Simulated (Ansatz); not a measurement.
**Defect calculation: P on the Si site (broken-bond start) in alpha quartz**

All values below come from PBE, PAW (plane waves to 420 eV; Ansatz, an electronic-structure program). Cell: 72 sites, 2×2×2; final energies on a 2×2×2 Γ-centred mesh. Sites at the start: the Si site; started 0.95 Å off site, one bond broken. Finite-size correction: monopole term and site-potential alignment. Dielectric constants: PBE linear response of the host. Host gap at this level: 5.68 eV. A cell of this size leaves errors of a few tenths of an eV. Levels are measured in PBE's own, too narrow, gap. Spin–orbit coupling is left out. Each state is the lowest found from its start.

Formation energies E_f are given with the Fermi level at the valence-band maximum. Chemical conditions: O-rich (Δμ(Si) = -8.33 eV, Δμ(P) = -6.72 eV, bounded by P2O5 (Pnma); only phases computed here count, gases as isolated molecules at 0 K); Si-rich (Δμ(Si) = 0.00 eV, Δμ(P) = -0.23 eV, bounded by SiP2 (Pbam); only phases computed here count, gases as isolated molecules at 0 K). Reference phases: P: black phosphorus, Si: silicon.

```
charge         moment (μB)  point group  largest move off a lattice site (Å)  image correction with alignment (eV)  E_f, O-rich (eV)  E_f, Si-rich (eV)
------  ------------------  -----------  -----------------------------------  ------------------------------------  ----------------  -----------------
+1      not spin-polarised           C2                                 0.14                                  0.40             -1.40               0.43
0                      1.0           C1                                 0.74                                  0.00              3.50               5.33
−1      not spin-polarised           C1                                 1.06                                  0.37              7.66               9.49
```

Point groups are those of the whole cell at tolerances of 0.03 and 0.1 Å ("near" where only the looser one holds); none is given for unsettled states.

Not the lowest form: the same atoms on another site or from another start ended lower, by 0.12 eV at charge −1. The levels below are those of this configuration alone.

Transition levels above the valence-band maximum: ε(+1/0) = 4.90 eV; ε(0/−1) = 4.16 eV.

Flagged in the runs: a host whose relaxation on this sampling wasn't shown to rest, a strain field that reaches the edge of the cell.
